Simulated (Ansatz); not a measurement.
## SiGe (model structure, started from the InPb type, R-3m, No. 166, 2 atoms in the cell): properties by level of theory

| level (code) | equilibrium lattice constant a (Å) | c axis length (Å) | cohesive energy (eV/atom) |
|---|---|---|---|
| LDA (Ansatz) | ___ | ___ | 4.48 |
| PBE (Ansatz) | 2.891 | ___ | 3.63 |
| PBEsol (Ansatz) | 2.850 | 14.159 | 4.12 |
| PBE-D3(BJ) (Ansatz) | ___ | 14.125 | 4.01 |
| r²SCAN (Ansatz) | ___ | 14.294 | 3.52 |

Question: What belongs in the gaps?

Answer: 
- LDA (Ansatz, a quantum-chemistry and plane-wave program), equilibrium lattice constant a (Å): 2.835
- LDA (Ansatz), c axis length (Å): 14.095
- PBE (Ansatz), c axis length (Å): 14.362
- PBE-D3(BJ) (Ansatz), equilibrium lattice constant a (Å): 2.844
- r²SCAN (Ansatz), equilibrium lattice constant a (Å): 2.862

Caveats: a distance lies near a switch of the dispersion term, which can move the cell (PBE-D3(BJ)). Ansatz's density-functional and Hartree–Fock values are scalar-relativistic unless marked +SOC, with PAW data made under PBE.

Free atoms are spin-polarised, in the lowest state found; at levels without +SOC their spin–orbit coupling is left out.

The computed numbers hold no vibrational or temperature effects.

A model structure was made by putting elements into a prototype or built by hand; it is no filed structure, need not be a known phase, and can be a saddle point held by its symmetry.
